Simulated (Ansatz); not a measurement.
For InSb (model structure, P6₃/mmc, No. 194, 4 atoms in the cell), LDA in Ansatz (plane waves, PAW) gives:

| Property | Value |
|---|---|
| lattice constant a | 4.133 Å |
| c axis length | 7.285 Å |
| bulk modulus B0 | 58.2 GPa |
| cohesive energy | 3.34 eV/atom |

What does r²SCAN in Ansatz (plane waves, PAW) give for the same quantities?


- lattice constant a: 4.244 Å (goes up by 2.7 %)
- lattice parameter c: 7.314 Å (grows by 0.4 %)
- bulk modulus: 53.0 GPa (decreases by 8.9 %)
- cohesive energy: 2.49 eV/atom (falls by 0.85 eV/atom)

Changes are worked out from the printed values.

Unless a cell is named, each level is at its own relaxed cell (LDA 26.94, r²SCAN 28.52 Å³/atom).

Levels without +SOC leave out spin–orbit coupling, which shifts energies and cells of such heavy elements.

Caveats: the bulk modulus is −V dP/dV from two relaxed cells at ±2 % in volume (LDA, r²SCAN). Ansatz's density-functional and Hartree–Fock values are scalar-relativistic unless marked +SOC, with PAW data made under PBE.

A model structure was made by putting elements into a prototype or built by hand; it is no filed structure, need not be a known phase, and can be a saddle point held by its symmetry.

Ansatz is a program for electronic structure.
